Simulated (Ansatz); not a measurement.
## fcc Pt (0 0 1) on zinc-blende GaP (0 0 1) (film strained to the substrate, started from cuts of the bulks and a machine-learned relaxation; slabs Ga5P6 and Pt12, which can lie off the formulas)

A periodic stack without vacuum, fcc Pt (0 0 1) on zinc-blende GaP (0 0 1) (film strained to the substrate, started from cuts of the bulks and a machine-learned relaxation; slabs Ga5P6 and Pt12, which can lie off the formulas): substrate slab Ga5P6, film Pt12, surface cells [[1, 0], [1, 1]] and [[0, -1], [2, 1]], film strained by -1.9 and -1.9 %, outermost planes P/P and Pt/Pt as cut, which need not be the usual terminations and can put a slab off its formula.

The start was prepared with a machine-learned potential, and the result is one local minimum, with the in-plane cell held and forces under 0.04 eV/Å; the film can end far from its bulk form.

These are PBE (plane waves to 420 eV, PAW; Ansatz, a first-principles code) values and carry that method's errors. Scalar-relativistic, without spin–orbit coupling; the runs are not spin-polarised; PBE gaps are too small against experiment. Its k-point mesh 8×8×1, Fermi–Dirac width 0.05 eV.

The interface area is 15.2 Å² and the period is 27.14 Å. The heights between the nearest atoms of the two slabs at the two interfaces is 1.32 and 1.33 Å and the P–Pt contacts across the interfaces within 1.22 times the sum of covalent radii is 8, mean 2.40 Å. The Ga–Pt contacts across the interfaces within 1.22 times the sum of covalent radii comes out as 2, mean 2.95 Å and the hole barrier (PBE) is 0.89 eV. The electron barrier (PBE) comes out as 0.68 eV.

```yaml
crystal:
  lattice:
    - [3.89421, -0.00004, 0.02252]
    - [-0.00007, 3.89397, 0.08991]
    - [-0.15849, 1.31104, 27.17380]
  atoms:
    - { symbol: Ga, position: [0.00210, 0.04624, 0.18140] }
    - { symbol: Ga, position: [0.50192, 0.59737, 0.08036] }
    - { symbol: Ga, position: [0.00223, 0.94505, 0.38439] }
    - { symbol: Ga, position: [0.50210, 0.49560, 0.28291] }
    - { symbol: Ga, position: [0.50179, 0.39499, 0.48541] }
    - { symbol: P, position: [0.00196, 0.57160, 0.13053] }
    - { symbol: P, position: [0.50184, 0.12471, 0.02580] }
    - { symbol: P, position: [0.00210, 0.47032, 0.33365] }
    - { symbol: P, position: [0.50211, 0.02089, 0.23217] }
    - { symbol: P, position: [0.00180, 0.36790, 0.53987] }
    - { symbol: P, position: [0.50220, 0.91994, 0.43522] }
    - { symbol: Pt, position: [0.00158, 0.30393, 0.66831] }
    - { symbol: Pt, position: [0.50157, 0.80211, 0.67186] }
    - { symbol: Pt, position: [0.50176, 0.34073, 0.59454] }
    - { symbol: Pt, position: [0.00174, 0.84368, 0.58855] }
    - { symbol: Pt, position: [0.00165, 0.22822, 0.82057] }
    - { symbol: Pt, position: [0.50165, 0.72836, 0.82025] }
    - { symbol: Pt, position: [0.50159, 0.26623, 0.74405] }
    - { symbol: Pt, position: [0.00159, 0.76484, 0.74688] }
    - { symbol: Pt, position: [0.00179, 0.14968, 0.97674] }
    - { symbol: Pt, position: [0.50175, 0.65191, 0.97194] }
    - { symbol: Pt, position: [0.50169, 0.18948, 0.89800] }
    - { symbol: Pt, position: [0.00170, 0.69176, 0.89339] }
```
